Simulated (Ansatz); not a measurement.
# Competing hops of interstitial Li in monoclinic ZrO2, charge state +1

Consider interstitial Li in monoclinic ZrO2, charge state +1. These are PBE, PAW (plane waves to 420 eV; Ansatz, an electronic-structure program) values and carry that method's errors.

Cell of 96 host sites held at the relaxed PBE lattice; the Γ point alone; Fermi-Dirac width 0.01 eV, spin-restricted; finite-size errors left in. No zero-point or tunnelling terms. The charge state is imposed; whether it is stable for some Fermi level was not computed. Sites that were not tried may lie lower.

Barriers: single points on a 2×2×2 k-point mesh shifted by half a step at the bands' geometries.

```csv
Route,Start site over the lowest site run (eV),Hop (Å),Forward barrier (eV),Backward barrier (eV),Neighbours at the start,Neighbours at the saddle,Saddle order,"Forward, on the band's own sampling (eV)"
Li moves alone to another site,0.00,3.39,1.07,1.07,"O at 1.81, O at 1.88, O at 2.07, O at 2.18, O at 2.25 Å","O at 1.71, O at 1.74, O at 1.76, O at 2.06 Å",not checked,1.06
```

Paths come from climbing-image nudged elastic band runs.
